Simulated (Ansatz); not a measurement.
**FeO in the rock salt structure (space group Fm-3m, No. 225; ferromagnetic)**

```
FeO
1.0
    0.00000     2.12291     2.12291
    2.12291     0.00000     2.12291
    2.12291     2.12291     0.00000
Fe O
1 1
Direct
  0.00000   0.00000   0.00000
  0.50000   0.50000   0.50000
```

Calculations: DFT with PBEsol, PAW potentials and a 420 eV plane-wave cutoff in Ansatz (a program for electronic structure), no spin-orbit coupling. Settings: 19×19×19 k-points, 0.05 eV Fermi–Dirac smearing.

```yaml
volume_per_atom: 9.57 Å³
density: 6.23 g/cm³
band_gap: zero
magnetic_state: ferromagnetic
total_energy: -2504.421 eV/atom (σ→0; compares only within this code and set-up)
```

No phonon test of stability was made. No Hubbard U is applied and the magnetic state is the run's own (FeO ferromagnetic); small cells can't hold the antiferromagnetic order that many such compounds have, so gaps and moments can be off. In its common phase, real FeO is an antiferromagnetic insulator at low temperature.
